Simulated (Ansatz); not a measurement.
**Effect of pressure 1.5 GPa on PtS2**

Start from PtS2 in the CdI2 type structure (space group P-3m1, No. 164; a = 3.552 Å, c = 5.128 Å; layered, stacked along the Cartesian z axis).

The change: a hydrostatic pressure of 1.5 GPa.

Computed with plane-wave PAW DFT at the r2SCAN+rVV10 level (Ansatz, a quantum-chemistry and plane-wave program, 500 eV), spin-orbit coupling left out. Γ-centred 11×11×7 mesh, Fermi–Dirac width 0.05 eV.

* **Volume per atom**: 17.77 Å³ (base 18.68 Å³)
* **Density**: 8.07 g/cm³ (base 7.68 g/cm³)
* **Lattice parameter a**: 3.555 Å (base 3.552 Å)
* **c/a ratio**: 1.371 (base 1.444)
* **Shortest interatomic distance**: 2.386 Å (base 2.389 Å)
* **Enthalpy H = E + PV relative to the base's energy**: +0.17 eV/atom
* **Band gap**: 0.46 eV (base 0.80 eV)
* **Gap character**: indirect, Γ → k = (0, 0.273, 0.286) in the run's primitive reciprocal basis (base indirect, Γ → k = (0, 0.273, 0.286) in the run's primitive reciprocal basis)
* **Smallest direct gap**: 0.90 eV (base 1.05 eV)
* **Mean gap deformation potential ΔEg/Δln V**: +6.9 eV
* **Width of the top valence band**: 2.83 eV (base 2.50 eV)
* **Valence-band top at Γ (three highest levels, from the VBM)**: 0.00, -1.44, -1.44 eV (base 0.00, -1.07, -1.07 eV)

Final structure:

```
CELL_PARAMETERS angstrom
      3.55460     0.00000     0.00000
     -1.77730     3.07837     0.00000
      0.00000     0.00000     4.87159
ATOMIC_POSITIONS crystal
  Pt 0.00000 0.00000 0.00000
  S  0.33333 0.66667 0.24980
  S  0.66667 0.33333 0.75020
```

With Pt present, leaving out spin-orbit coupling can change the band edges. Load acts through the strain it causes; cell and atoms are relaxed under it. Whether these cells are dynamically stable was not tested.
